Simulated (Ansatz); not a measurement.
**PbTe (Pnma, No. 62, 8 atoms in the cell; start mp-685022; high-pressure phase)**

These are HSE06 in Ansatz (PAW) values and carry that method's errors.

Run with plane-wave cutoff 500 eV, 4×6×4 k mesh (along the axes of the cell as run), gaussian smearing 0.02 eV, scalar-relativistic PAW data made under PBE.

Cell (relaxed with r²SCAN):

```xyz
8
Lattice="8.4943 0.0000 0.0000 0.0000 4.6582 0.0000 0.0000 0.0000 7.0691" Properties=species:S:1:pos:R:3 pbc="T T T"
Te     1.6110     3.4936     0.8554
Te     6.8834     1.1645     6.2137
Te     2.6362     1.1645     4.3899
Te     5.8581     3.4936     2.6792
Pb     0.3500     3.4936     5.1615
Pb     8.1443     1.1645     1.9075
Pb     3.8971     1.1645     1.6270
Pb     4.5972     3.4936     5.4420
```

For PbTe (Pnma, No. 62, 8 atoms in the cell; start mp-685022; high-pressure phase), the band gap comes out as 1.22 eV (on the SCF k mesh).

Note: cell and atoms aren't relaxed at this level (pressure -0.4 GPa).

Spin–orbit coupling is not included; with these elements it can move the gap by several tenths of an eV or more.

Computed values are for the static lattice.

A start named mp-… is a Materials Project structure, which need not be a measured phase.

Ansatz is an electronic-structure program.
